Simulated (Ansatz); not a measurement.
System: WSeS (P-3m1, No. 164, 6 atoms in the cell; start mp-1216174). Method: LDA (PAW; Ansatz, a first-principles code).

Numerical settings: plane-wave cutoff 520 eV, 12×12×4 k mesh (along the axes of the cell as run), Fermi–Dirac smearing 0.01 eV, no spin polarisation, scalar-relativistic PAW data made under PBE.

Cell (relaxed at this level):

```yaml
crystal:
  lattice:
    - [3.18733, 0.00000, 0.00000]
    - [-1.59366, 2.76031, 0.00000]
    - [0.00000, 0.00000, 12.50226]
  atoms:
    - { symbol: W, position: [0.33333, 0.66667, 0.25977] }
    - { symbol: W, position: [0.66667, 0.33333, 0.74023] }
    - { symbol: Se, position: [0.33333, 0.66667, 0.87626] }
    - { symbol: Se, position: [0.66667, 0.33333, 0.12374] }
    - { symbol: S, position: [0.66667, 0.33333, 0.38199] }
    - { symbol: S, position: [0.33333, 0.66667, 0.61801] }
```

**Question.** Estimate the band gap, smallest direct gap on the k points sampled and direct gap at Γ that the calculation returns.

**Answer.** 
* **band gap**: 0.68 eV
* **smallest direct gap on the k points sampled**: 1.76 eV
* **direct gap at Γ**: 2.38 eV

Spin–orbit coupling is not included.

Computed values are for the static lattice.

A start named mp-… is a Materials Project structure, which need not be a measured phase.
